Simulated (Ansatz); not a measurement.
Consider SnO$_{2}$ in the rutile structure (space group P4_2/mnm, No. 136; a = 4.769 Å, c = 3.212 Å). Axes: x, y, z lie along a, b, c of the conventional cell.

All numbers come from PBEsol (Ansatz, an electronic-structure program), no spin-orbit coupling.

Strains are applied to the cell and any free atomic positions relax; under stress the whole cell relaxes.

One change was made to it. Results:

| quantity | base | after |
|---|---|---|
| valence-band top at Γ (three highest levels, from the VBM) | 0.00, -0.77, -0.77 eV | 0.00, -0.75, -0.78 eV |
| shortest interatomic distance | 206.6 pm | 204.1 pm |

**Question.** Which change produced these results?
A) tensor shear ε_yz = +3.83 %
B) strain tensor (xx, yy, zz, yz, xz, xy) = (+0.50, +1.55, −3.50, −0.08, +0.79, +0.36) %
C) uniaxial strain ε_zz = −0.67 %
D) uniaxial stress, 3 GPa tension along z
E) strain tensor (xx, yy, zz, yz, xz, xy) = (−1.01, −0.28, −0.67, +0.87, +1.56, +0.16) %

**Answer.** A, tensor shear ε_yz = +3.83 %. For comparison, the valence-band top at Γ in the other runs: strain tensor (xx, yy, zz, yz, xz, xy) = (−1.01, −0.28, −0.67, +0.87, +1.56, +0.16) % gives 0.00, -0.77, -0.81 eV; strain tensor (xx, yy, zz, yz, xz, xy) = (+0.50, +1.55, −3.50, −0.08, +0.79, +0.36) % gives 0.00, -0.82, -0.88 eV; uniaxial stress, 3 GPa tension along z gives 0.00, -0.75, -0.75 eV; uniaxial strain ε_zz = −0.67 % gives 0.00, -0.79, -0.79 eV.

The levels and masses belong to the bands next to the band gap. Stability under load was not tested beyond the relaxation.
